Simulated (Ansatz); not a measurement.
Consider MgTe in the wurtzite structure (space group P6_3mc, No. 186; a = 4.561 Å, c = 7.412 Å).

Level of theory: DFT with PBEsol, PAW potentials and a 420 eV plane-wave cutoff in Ansatz (a program for electronic structure), no spin-orbit coupling.

One change was made to it. Results:

```json
[
 {"quantity": "valence-band top at Γ (three highest levels, from the VBM)", "base": "0.00, -0.02, -0.02 eV", "after": "0.00, -1.49, -1.49 eV"},
 {"quantity": "volume per atom", "base": "33.39 Å³", "after": "21.72 Å³"}
]
```

Question: What was done to the base?
A. pressure 15 GPa
B. pressure 30 GPa
C. pressure 0.9 GPa

Answer: B, pressure 30 GPa. For comparison, the valence-band top at Γ in the other runs: pressure 15 GPa gives 0.00, -1.25, -1.25 eV; pressure 0.9 GPa gives 0.00, -0.02, -0.02 eV.

From pressure 15 GPa on, the axis ratios lie over 15 % from the base's, so the cell there is far from its starting form. With Te present, leaving out spin-orbit coupling can change the band edges. The levels and masses belong to the bands next to the band gap. Load acts through the strain it causes; cell and atoms are relaxed under it. Stability against distortions was not tested. Tetrahedral semiconductors of this kind turn to denser phases somewhere between about 1 and 50 GPa; those were not computed, so compressed cells here can lie past the real transition. Along this pressure series the structure jumps between pressure 9 GPa and pressure 15 GPa; cells beyond that are another form of it.
